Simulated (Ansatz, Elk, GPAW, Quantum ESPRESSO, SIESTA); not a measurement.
## YCo4Si (P-6m2, 6 atoms in the cell) computed with different codes at matched settings

Self-consistent single point.

```
YCo4Si
1.0
    5.07588     0.00000     0.00000
   -2.53794     4.39584     0.00000
    0.00000     0.00000     3.71864
Y Co Si
1 4 1
Direct
  0.66667   0.33333   0.00000
  0.33333   0.66667   0.00000
  0.66668   0.83334   0.50000
  0.16666   0.33332   0.50000
  0.16666   0.83334   0.50000
  0.00000   0.00000   0.00000
```
Moments meant for the start (each program seeds them in its own way; μB, in the order of the atoms Y Co Co Co Co Si): 0.0 3.0 3.0 3.0 3.0 0.0.

All programs got the same cell, k-point mesh and kind of occupations, and the same starting moments (in Ansatz's words: kpoints.mp_grid.grid = 5 5 6; magnetization.spin_polarized = true; scf.occupations.method = fermi_dirac; scf.occupations.width = 0.1 eV); potentials, basis and cutoffs are each program's usual ones.

```tsv
code	model	pressure (GPa)	largest force (eV/Å)	size of the net moment (μB/atom)	k-points	cutoff
Ansatz	LDA (PW92), PAW files made with PBE	-13.08	0.098	0.58	20	420 eV
Elk	LDA (PW92), all-electron FP-LAPW, Elk's shipped species files, APW+lo basis with extra local orbitals	–	–	0.57	28	rgkmax 7.5
Quantum ESPRESSO	LDA (PZ), PSlibrary PAW (LDA) pseudopotentials	-13.28	0.104	0.56	20	55 Ry
SIESTA	LDA PW92, numerical atomic orbitals DZP, PseudoDojo LDA standard norm-conserving potentials (rewritten from UPF to PSML)	-15.48	0.270	0.59	78	grid 400 Ry
GPAW	LDA (Perdew-Wang 92), GPAW PAW datasets LDA (gpaw-data 1.0.1)	-12.45	0.100	0.58	20	800 eV
```

A dash marks a value that a program does not give, or that is left out as unsure.

The spread over the programs that give each value: pressure within 3.03 GPa; largest force within 0.172 eV/Å; size of the net moment within 0.03 μB/atom.

The starting cell comes from a database of computed structures (which also holds hypothetical and non-ambient phases and stackings), without a prior relaxation at this level. On Ansatz's run: The magnetic order is the one reached from the typed start; others were not searched systematically. In the base run, with a pressure of about -13 GPa the cell is away from its equilibrium volume at this level.

Why do the programs differ, and what cannot be compared?

Differences of this kind can come from the potentials, where these differ, and from what each basis and cutoff leave unconverged. The valence holds different numbers of electrons (Ansatz (a program for electronic structure) 83, Quantum ESPRESSO 51, SIESTA 83, GPAW 51). The zero of total energies and Fermi levels follows the potentials and each program's conventions, so they are not compared here. SIESTA uses small atom-centred bases, whose incompleteness enters pressures, forces and empty levels differently from a plane-wave cutoff. Elk treats all electrons, but the usual bases taken here (sphere radii, linearisation, local orbitals, empty states) were not tested for convergence, so the values are no reference for the others. Ansatz's pressure is given at a fixed set of plane waves, as the other plane-wave codes print theirs; with its correction for the finite basis it is -13.02 GPa. The same LDA comes in different parametrisations, which differ slightly. Site moments depend on each program's spheres or projections; the total moment of the cell does not. The programs reduce the same mesh by symmetry to different extents, which changes the work and not the result. In the pressure, SIESTA (by 2.40) lies more than 1 GPa from the median of the plane-wave programs. In the force vectors, SIESTA (by 0.170) lies more than 0.08 eV/Å from the median of the plane-wave programs.

Left out of this page: ABINIT and FLEUR (stopped by limits of time or memory).

Keys are those of Ansatz 0.2.
